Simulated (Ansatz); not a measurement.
Given:

End structure of a constructed model of the (0001) surface of hcp Ru, a layer of Ag in place of the third plane (bottom of the slab: a bare face, its two planes held):

```yaml
crystal:
  lattice:
    - [2.72140, 0.00000, 0.00000]
    - [-1.36070, 2.35680, 0.00000]
    - [0.00000, 0.00000, 27.00000]
  atoms:
    - { symbol: Ru, position: [0.66667, 0.33333, 0.30147] }
    - { symbol: Ru, position: [0.33333, 0.66667, 0.38097] }
    - { symbol: Ru, position: [0.66667, 0.33333, 0.45746] }
    - { symbol: Ag, position: [0.33333, 0.66667, 0.54900] }
    - { symbol: Ru, position: [0.66667, 0.33333, 0.64044] }
    - { symbol: Ru, position: [0.33333, 0.66667, 0.71472] }
```

Model: 6-atom slab, 10.7 Å thick at the start with caps and adatoms (thin: gaps and levels are the slab's own), 16x16x1 mesh, Fermi-Dirac 0.1 eV, dipole correction, 2 atoms held, the rest relaxed; held to the start's symmetry, so lower structures may exist; no spin, no spin-orbit, no U. In PBE it is, or lies within 0.01 eV a 1x1 cell of, the lowest of the 2 structures of its composition computed so far; subsurface sites and larger cells were not tried.

Question: What is the computed work function of the top face (PBE run with Ansatz, a quantum-chemistry and plane-wave program)?

Answer: 4.83 eV
